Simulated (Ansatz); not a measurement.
A self-consistent single point of ScRu3C (Pm-3m, 5 atoms in the cell) with Ansatz (an electronic-structure program).

Method of the run: LDA (PW92), PAW files made with PBE (plane waves; Ansatz).

```yaml
crystal:
  lattice:
    - [4.06131, 0.00000, 0.00000]
    - [0.00000, 4.06131, 0.00000]
    - [0.00000, 0.00000, 4.06131]
  atoms:
    - { symbol: Sc, position: [0.00000, 0.00000, 0.00000] }
    - { symbol: Ru, position: [0.00000, 0.50000, 0.50000] }
    - { symbol: Ru, position: [0.50000, 0.00000, 0.50000] }
    - { symbol: Ru, position: [0.50000, 0.50000, 0.00000] }
    - { symbol: C, position: [0.50000, 0.50000, 0.50000] }
```

Reference input (self-consistent single point, DFT, PBEsol, plane waves, PAW files made with PBE): kpoints.mp_grid.grid = 7 7 7; hamiltonian.xc = pbesol; hamiltonian.pseudopotentials = {kind: paw} (the program's default PAW files); scf.occupations.method = fermi_dirac; scf.occupations.width = 0.1 eV. This run's input differs from it in these lines:

Ansatz 0.2 input:
```diff
@@ -16,3 +16,3 @@
 hamiltonian:
-  xc: pbesol
+  xc: lda
   pseudopotentials:
```

Output, abridged:

```
SCF iter   1: F=—  HF=-19618.229312 eV  |F-HF|=—  |Δ(HF+E_count)|=         —  Δρ=2.81e-1  dr2=9.85e1  ethr=3.10e-3  ⟨swp⟩=4.8  Hψ=2446  notcnv=0
all-band conjugate gradients solve this SCF's bands
preconditioner: auto → Kerker (q_TF=auto, 2.701 Å⁻¹)
SCF iter   2: F=—  HF=-19611.340131 eV  |F-HF|=—  |Δ(HF+E_count)|=    6.89e0  Δρ=1.44e-1  dr2=2.81e1  ethr=3.10e-3  ⟨swp⟩=2.4  Hψ=1617  notcnv=0
   [... lines left out ...]
SCF iter   7: F=—  HF=-19608.420946 eV  |F-HF|=—  |Δ(HF+E_count)|=   1.28e-4  Δρ=1.99e-4  dr2=3.42e-5  ethr=1.06e-6  ⟨swp⟩=1.9  Hψ=984  notcnv=0
SCF iter   8: F=—  HF=-19608.420942 eV  |F-HF|=—  |Δ(HF+E_count)|=   3.77e-6  Δρ=6.25e-5  dr2=5.49e-6  ethr=5.43e-8  ⟨swp⟩=2.0  Hψ=1323  notcnv=0
SCF iter   9: F=—  HF=-19608.420941 eV  |F-HF|=—  |Δ(HF+E_count)|=   8.70e-7  Δρ=2.66e-5  dr2=9.55e-7  ethr=8.71e-9  ⟨swp⟩=2.0  Hψ=804  notcnv=0
SCF iter  10: F=-19608.420941 eV  HF=-19608.420941 eV  |F-HF|=2.40e-8  |Δ(HF+E_count)|=   2.17e-7  Δρ=4.61e-6  dr2=2.65e-8  ethr=1.59e-10  ⟨swp⟩=3.2  Hψ=2749  notcnv=0
SCF 1 converged in 10 iterations: F = -19608.420941 eV  dr2 = 2.65e-8
Free energy (F): -19608.420941 eV
Internal energy: -19608.307160 eV  (E = F + TS)
E sigma→0 (E₀):  -19608.364050 eV
Entropy (-TS):   -0.113781 eV (-22.756 meV/atom)
Fermi energy:    17.992051 eV
--- Forces (eV/Å), atoms counted from 1 ---
  atom   1  Sc    -0.00000000     0.00000000     0.00000000
   [... zero for the other atoms too ...]
--- Stress (GPa, compression-positive) ---
      -10.361992       0.000000       0.000000
        0.000000     -10.361992       0.000000
        0.000000       0.000000     -10.361992
  P = ⅓ Tr σ = -10.3620 GPa (-103.620 kbar)
  The stress holds the Pulay correction. Without it, at fixed plane waves, as pw.x and ABINIT print it: P = -10.6313 GPa
```

The run converged in 10 iterations. Against the reference run the pressure goes from -5.13 to -10.36 GPa.

The starting cell comes from a database of computed structures (which also holds hypothetical and non-ambient phases and stackings), without a prior relaxation at this level. Spin polarisation is off. With a pressure of about -10 GPa the cell is away from its equilibrium volume at this level. Ansatz's pressure includes its estimate of the finite-basis (Pulay) stress.
